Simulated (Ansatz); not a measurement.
An Ansatz (a first-principles code) run: HfSiO4 with a change (Si → S); Kohn–Sham DFT with the r2SCAN functional, run in Ansatz with PAW and 500 eV plane waves, no spin-orbit coupling.

Input:

Ansatz 0.2 input:
```yaml
crystal:
  lattice:
    - [-3.3263466364, 3.3263466364, 3.2330471196]
    - [3.3263466364, -3.3263466364, 3.2330471196]
    - [3.3263466364, 3.3263466364, -3.2330471196]
  atoms:
    - { symbol: O, position: [0.1103396659, 0.2927646623, 0.8175750036] }
    - { symbol: O, position: [0.6396603341, 0.9572353377, 0.6824249964] }
    - { symbol: O, position: [0.2748103413, 0.9572353377, 0.3175750036] }
    - { symbol: O, position: [0.4751896587, 0.2927646623, 0.1824249964] }
    - { symbol: O, position: [0.7072353377, 0.8896603341, 0.1824249964] }
    - { symbol: O, position: [0.0427646623, 0.7251896587, 0.6824249964] }
    - { symbol: O, position: [0.0427646623, 0.3603396659, 0.3175750036] }
    - { symbol: O, position: [0.7072353377, 0.5248103413, 0.8175750036] }
    - { symbol: S, position: [0.5, 0.5, 0] }
    - { symbol: S, position: [0.25, 0.75, 0.5] }
    - { symbol: Hf, position: [0.75, 0.25, 0.5] }
    - { symbol: Hf, position: [0, 0, 0] }
basis: { ecutwfc: 500, ecutrho_ratio: 4, xc_grid: 4, fft_grid_basis: typed }
kpoints: { mp_grid: { grid: [6, 6, 6] } }
hamiltonian:
  xc: r2scan
  dispersion: none
  pseudopotentials: { kind: paw }
scf: { occupations: { method: fermi_dirac, width: 0.05 }, convergence: { dr2_threshold: 0.0000000012 } }
output: { forces: true, stress: true }
checkpoint: { write: state.ck, write_every: 1000 }
```

Output (explanatory and most iteration lines left out):

```
Pseudopotential: O, paw, valence charge 6
Pseudopotential: S, paw, valence charge 6
Pseudopotential: Hf, paw, valence charge 26
Crystal: 12 atoms, lattice volume = 143.089 Å³
Basis set: ecut = 500 eV, 3659 PW (Γ), exchange–correlation on 180×180×180 points (64 copies of the dense FFT grid, shifted against one another)
Bands: 68, of which v1, the nominal top of the filled ones, is band 56 counted from 1 (55 counted from 0)
Symmetry: 16 space group operations
Space group: I41/amd (ITA 141), of the structure as read, at distance tolerance 5.2e-5 Å
k-points: 30 of 216
Functional: x = r2scan, c = r2scan; τ floored in thin density (d = 2e-4 eV/Å³)
SCF iter   1: F=—  HF=-37826.765786 eV  |F-HF|=—  |Δ(HF+E_count)|=         —  Δρ=1.94e-2  dr2=6.29e-1  dr2_τ=7.84e-1  ethr=1.77e-3  ⟨swp⟩=5.7  Hψ=7335  notcnv=0  defer=3
SCF iter   2: F=—  HF=-37826.818145 eV  |F-HF|=—  |Δ(HF+E_count)|=   5.24e-2  Δρ=8.09e-3  dr2=4.06e-2  dr2_τ=2.10e-2  ethr=5.61e-4  ⟨swp⟩=2.2  Hψ=3910  notcnv=0  defer=62
SCF 1 converged in 10 iterations: F = -37826.818030 eV  dr2 = 1.35e-10
SCF converged after 10 iterations
Free energy (F): -37826.818030 eV
Internal energy: -37826.815743 eV  (E = F + TS)
E sigma→0 (E₀):  -37826.816887 eV
Entropy (-TS):   -0.002287 eV (-0.191 meV/atom)
Fermi energy:    11.706057 eV
--- Forces (eV/Å), atoms counted from 1 ---
  atom   1  O     -0.00000000     0.00013935     0.00039804
  atom   2  O      0.00000000    -0.00013935    -0.00039804
  atom   3  O     -0.00000000     0.00013935    -0.00039804
  atom   4  O      0.00000000    -0.00013935     0.00039804
  atom   5  O     -0.00013935    -0.00000000    -0.00039804
  atom   6  O     -0.00013935    -0.00000000     0.00039804
  atom   7  O      0.00013935     0.00000000     0.00039804
  atom   8  O      0.00013935    -0.00000000    -0.00039804
  atom   9  S      0.00000000    -0.00000000     0.00000000
  atom  10  S      0.00000000     0.00000000     0.00000000
  atom  11  Hf     0.00000000     0.00000000     0.00000000
  atom  12  Hf     0.00000000    -0.00000000     0.00000000
--- Stress (GPa, compression-positive) ---
       -0.004567       0.000000       0.000000
        0.000000      -0.004567      -0.000000
        0.000000       0.000000      -0.001857
  P = ⅓ Tr σ = -0.0037 GPa (-0.037 kbar)
```

Spin-orbit coupling, missing from the scalar runs, can matter with Hf. No phonon test of stability was made. The cell was made from HfSiO4 by this change: Si → S; the result is a hypothetical phase, not in the database extracts checked.
